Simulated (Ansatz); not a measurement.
Band structure of V3Pt (Pm-3m, 4 atoms in the cell).

```
CELL_PARAMETERS angstrom
      3.81067     0.00000     0.00000
      0.00000     3.81067     0.00000
      0.00000     0.00000     3.81067
ATOMIC_POSITIONS crystal
  V  0.50000 0.50000 0.00000
  V  0.00000 0.50000 0.50000
  V  0.50000 0.00000 0.50000
  Pt 0.00000 0.00000 0.00000
```
Moments meant for the start (each program seeds them in its own way; μB, in the order of the atoms V V V Pt): 2.0 2.0 2.0 0.0.

Computed with PBEsol, PAW files made with PBE (plane waves; Ansatz, a first-principles code).

Settings: kpoints.mp_grid.grid = 7 7 7; hamiltonian.xc = pbesol; hamiltonian.pseudopotentials = {kind: paw} (the program's default PAW files); magnetization.spin_polarized = true; scf.occupations.method = gaussian; scf.occupations.width = 0.01 Ry; kpoints.band_path.npoints = 8.

The starting cell comes from a database of computed structures (which also holds hypothetical and non-ambient phases and stackings), without a prior relaxation at this level. Its lattice was rescaled by a random factor within 2.5 % of one. Spin-orbit coupling is off. The starting moments vanished: the run ended non-magnetic, which need not be the lowest state. The program warned that a starting moment was not kept.

Levels in eV from the Fermi level, bands 25 to 32 of the first spin channel:
| point | 25 | 26 | 27 | 28 | 29 | 30 | 31 | 32 |
|---|---|---|---|---|---|---|---|---|
| Γ | -0.73 | -0.73 | 0.81 | 0.81 | 2.56 | 2.56 | 2.56 | 2.62 |
| X | -1.47 | -1.26 | -1.26 | 0.43 | 0.58 | 0.58 | 1.16 | 1.32 |
| M | -1.39 | -1.33 | -1.09 | -0.87 | -0.87 | 0.91 | 0.91 | 0.93 |
| R | -0.96 | -0.07 | -0.07 | -0.07 | 0.26 | 0.26 | 0.26 | 0.77 |

Bands cross the Fermi level along this path, so the cell is metallic at this level.

The net moment of the cell came out as 0.00 μB.

Keys are those of Ansatz 0.2.
